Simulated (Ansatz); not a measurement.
We consider AlSnCP (model structure, started from the AlSiCN type, P3m1, No. 156, 4 atoms in the cell), described by G0W0@PBEsol (Ansatz, an electronic-structure program, hard PAW, contour deformation).

The cell is the one relaxed with PBEsol. Conventional cell: a = 3.6802 Å, b = 3.6802 Å, c = 6.1109 Å, α = 90.00°, β = 90.00°, γ = 120.00°.

One run with a 6×6×4 mesh, response cutoff 100 eV and 299 empty bands, not extrapolated in mesh or basis; no spin–orbit coupling.

Highest filled and lowest empty level by k point (fractions of the reciprocal vectors of the cell (3.680 -0.000 0.000) (-1.840 3.187 -0.000) (0.000 0.000 6.111) Å; eV from the valence maximum of each method):

```tsv
k	PBEsol filled	PBEsol empty	QP filled	QP empty
0 0 0	0.00	0.40	0.00	1.11
0 0 0.25	-0.13	1.10	-0.16	1.84
0 0 -0.5	-0.29	1.57	-0.38	2.35
0 0.167 0	-0.30	1.63	-0.31	2.41
0 0.333 0	-0.85	1.78	[?]	[?]
0 0.333 0.25	-1.07	1.90	-1.14	2.61
0 -0.5 -0.5	-1.60	1.49	-1.74	2.20
0.167 0.333 -0.25	-1.75	2.21	[?]	[?]
```

Q: Estimate the withheld levels to about 0.1 eV.

A: 
- 0 0.333 0, QP filled: -0.89
- 0 0.333 0, QP empty: 2.51
- 0.167 0.333 -0.25, QP filled: -1.73
- 0.167 0.333 -0.25, QP empty: 2.96

Note: filled d or f shells below the valence bands can shift G0W0 gaps through exchange with them, which wasn't tested here; the relaxation could raise the start's symmetry but not lower it, so the cell can be a saddle point.

A model structure was made by putting elements into a prototype or built by hand; it is no filed structure, need not be a known phase, and can be a saddle point held by its symmetry.
